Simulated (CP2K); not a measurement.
Input and output of a self-consistent single point for Ag (Fm-3m, 1 atom in the cell) (CP2K).

Computed with CP2K with PBEsol, GPW, DZVP-MOLOPT-SR-GTH basis, GTH-PBE potentials (GTH_POTENTIALS).

```
CELL_PARAMETERS angstrom
      2.91441     0.00000     0.00000
      1.45721     2.52395     0.00000
      1.45721     0.84132     2.37961
ATOMIC_POSITIONS crystal
  Ag 0.00000 0.00000 0.00000
```

Reference input (self-consistent single point, DFT PBE, GPW, DZVP-MOLOPT-SR-GTH basis, GTH-PBE potentials (GTH_POTENTIALS)): CUTOFF = 500 Ry; REL_CUTOFF = 40 Ry; SMEAR/METHOD = GAUSSIAN; SIGMA = 0.272 eV; KPOINTS/SCHEME = MONKHORST-PACK 9 9 9; XC_FUNCTIONAL = PBE; Ag/BASIS_SET = DZVP-MOLOPT-SR-GTH-q11; Ag/POTENTIAL = GTH-PBE-q11; METHOD = GPW; EPS_DEFAULT = 1e-10; NGRIDS = 5; SCF_GUESS = ATOMIC. This run's input differs from it in these lines:

```diff
@@ -43,3 +43,6 @@
     &XC
-      &XC_FUNCTIONAL PBE
+      &XC_FUNCTIONAL
+        &PBE
+          PARAMETRIZATION PBESOL
+        &END PBE
       &END XC_FUNCTIONAL
```

The program printed (abridged):

```
 SCF WAVEFUNCTION OPTIMIZATION

  Step     Update method      Time    Convergence         Total energy    Change
     1 NoMix/Diag. 0.30E+00      -     0.42109167       -36.9797281925 -3.70E+01
     2 Broy./Diag. 0.30E+00      -     0.27218782       -37.9528861554 -9.73E-01
     3 Broy./Diag. 0.30E+00      -     0.23186767       -37.3206569712  6.32E-01
     4 Broy./Diag. 0.30E+00      -     0.02396152       -36.9593095890  3.61E-01
     5 Broy./Diag. 0.30E+00      -     0.01091893       -36.9424347948  1.69E-02
     6 Broy./Diag. 0.30E+00      -     0.00163154       -36.9619850817 -1.96E-02
   [... 2 lines left out ...]
     9 Broy./Diag. 0.30E+00      -     0.00004659       -36.9625409132  1.62E-04
    10 Broy./Diag. 0.30E+00      -     0.00000376       -36.9626055045 -6.46E-05
    11 Broy./Diag. 0.30E+00      -     0.00000158       -36.9626113003 -5.80E-06
    12 Broy./Diag. 0.30E+00      -     0.00000013       -36.9626097201  1.58E-06
  *** SCF run converged in    12 steps ***

  Overlap energy of the core charge distribution:               0.00000000110243
  Self energy of the core charge distribution:                -59.88328035901625
  Core Hamiltonian energy:                                     20.17725289387400
  Hartree energy:                                               8.47481021917932
  Exchange-correlation energy:                                 -5.73122431495899
  Smearing free energy correction:                             -0.00016816029349
  Fermi energy:                                                 0.27970600932696

  Total energy:                                               -36.96260972011661
  Total energy (extrapolated to sigma->0):                    -36.96252563996987

                     Mulliken Population Analysis

   [... lines left out ...]

 STRESS| Analytical stress tensor [bar]
 STRESS|                        x                   y                   z
 STRESS|      x       -3.44981548128E+04  -3.75109044178E+01  -2.65242712137E+01
 STRESS|      y       -3.75109044178E+01  -3.44535005264E+04  -1.58365596278E+01
 STRESS|      z       -2.65242712137E+01  -1.58365596278E+01  -3.44421929450E+04
 STRESS| 1/3 Trace                                            -3.44646160947E+04
```

The run converged in 12 iterations. Against the reference run the pressure goes from 2.77 to -3.45 GPa.

The starting cell comes from a database of computed structures (which also holds hypothetical and non-ambient phases and stackings), without a prior relaxation at this level. Its lattice was rescaled by a random factor within 2.5 % of one. Values carry the incompleteness of an atom-centred basis. The potentials were made for another functional than the one used. With a pressure of about -3 GPa the cell is away from its equilibrium volume at this level.

Cost on one core of a shared machine: roughly 90 s.
